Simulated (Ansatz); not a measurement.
Start from BeSe in the zinc blende structure (space group F-43m, No. 216; a = 5.1776 Å).

Computed with Kohn–Sham DFT with the PBE functional, run in Ansatz (a quantum-chemistry and plane-wave program) with PAW and 420 eV plane waves, no spin-orbit coupling.

Strains are applied to the cell and any free atomic positions relax.

One change was made to it. Results:

The pressure goes up by 5.12 GPa (0.01 GPa → 5.13 GPa); the energy goes up by 16 meV/atom; the hole mass (degenerate bands, along [100]) changes from 0.24, 0.48, 0.48 mₑ (at Γ) to 0.24, 0.45, 0.45 mₑ (at Γ).

Problem. Which of these changes matches the shifts?
A. isotropic strain −2.00 %
B. isotropic strain −1.50 %
C. isotropic strain −1.00 %
D. isotropic strain +3.00 %

Solution. A, isotropic strain −2.00 %. For comparison, the energy relative to the base in the other runs: isotropic strain −1.00 % gives +3.8 meV/atom; isotropic strain −1.50 % gives +8.6 meV/atom; isotropic strain +3.00 % gives +30 meV/atom.

The levels and masses belong to the bands next to the band gap. Masses are band curvatures over ±0.01 Å⁻¹ around the edge. No phonon test of stability was made.
